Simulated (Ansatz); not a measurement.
The reference is GaP in the zinc blende structure (space group F-43m, No. 216; a = 5.391 Å). Axes: x, y, z lie along the cube axes.

The values are results of LDA/PAW in Ansatz (a quantum-chemistry and plane-wave program), no spin-orbit coupling, not measurements.

Base values:

The smallest direct gap comes out as 1.88 eV and the band gap is 1.38 eV.

It is then changed as follows: biaxial strain +0.83 %, plane normal [111], relaxed out of plane (Cartesian); in-plane vectors clamped, the third vector and the atoms free.

**Question.** Predict the new smallest direct gap.

**Answer.** The smallest direct gap falls by 0.176 eV (1.88 eV → 1.71 eV).

**Question.** What does the calculation give for the ratio −ε⊥/ε∥ after the change?

**Answer.** The ratio −ε⊥/ε∥ is 0.46.

**Question.** What does the calculation give for the band gap after the change?

**Answer.** The band gap falls by 0.048 eV to 1.34 eV.

Whether these cells are dynamically stable was not tested.
